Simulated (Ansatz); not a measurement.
# Se (P2₁/c, No. 14, 32 atoms in the cell; start mp-542605): cohesive energy by level of theory

No measured value is used here.

| level (code) | value (eV/atom) |
|---|---|
| LDA (Ansatz) | 3.44 |
| PBEsol (Ansatz) | 2.95 |
| r²SCAN (Ansatz) | 2.53 |
| r²SCAN+rVV10 (Ansatz) | 2.68 |

Free atoms are spin-polarised, in the lowest state found; at levels without +SOC their spin–orbit coupling is left out.  LDA, PBEsol, r²SCAN, r²SCAN+rVV10: the relaxation could not lower the start's symmetry, so the cell can be a saddle point above a distorted one. Each level is taken at its own relaxed cell. Cutoffs differ between the levels. Ansatz's density-functional and Hartree–Fock values are scalar-relativistic unless marked +SOC, with PAW data made under PBE.

A start named mp-… is a Materials Project structure, which need not be a measured phase.

Ansatz is a first-principles code.
